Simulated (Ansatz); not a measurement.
**ZnS: strain along the normal**

ZnS (zinc blende, F-43m, 19.564 Å³/atom at rest) under an equal strain ε in the (111) plane with the normal axis free, as in a coherent film. r2SCAN in Ansatz, a plane-wave DFT program (PAW, default set), 500 eV, 11×11×11 Γ-centred mesh, Fermi-Dirac smearing 0.05 eV; ions are relaxed within the symmetry of each cell.

Here s stands for strain and y for normal strain.

```csv
strain (%),normal strain (%)
-1.25,0.79
-0.83,0.52
-0.42,0.26
0.00,0.00
0.42,-0.26
0.83,-0.51
1.25,-0.76
2.50,?
```

The 7 complete rows are fitted with a straight line, y against s. Means: s 0, y 0.006. About the means, the sum of products is -3.0108 and the sum of squares of s is 4.8556; the slope is their ratio. Least squares gives y = 0.006 - 0.6201·s. Residuals (row less fit): 0.009, -0.001, -0.006, -0.006, -0.006, -0.001, 0.009; standard error 0.007 (degrees of freedom: 5). The slope, -0.62 ± 0.00, is the elastic response of the normal axis.

Question: Estimate the missing y (s = 2.50); what did the run itself give?

Answer: y = 0.006 - 0.6201 × 2.50 = -1.544%. The calculation gives -1.49%, 0.054% above the prediction (2.4 % of the range of y in the table). The row lies outside the fitted rows, so this is an extrapolation. From the scatter of the fitted rows alone, a prediction at this place has a standard error of 0.012%, so the miss is 4.5 times that.

One order more, fitted to all 13 runs of the series, follows each within 0.01, so the miss is the next term of a smooth law. Rows are the converged runs of the series near zero and its far end; series whose fitted rows scatter by over a few per cent of the range, as at a crossing or softening among them, aren't shown in this form. Most that stay on the fit to the last digits aren't either.
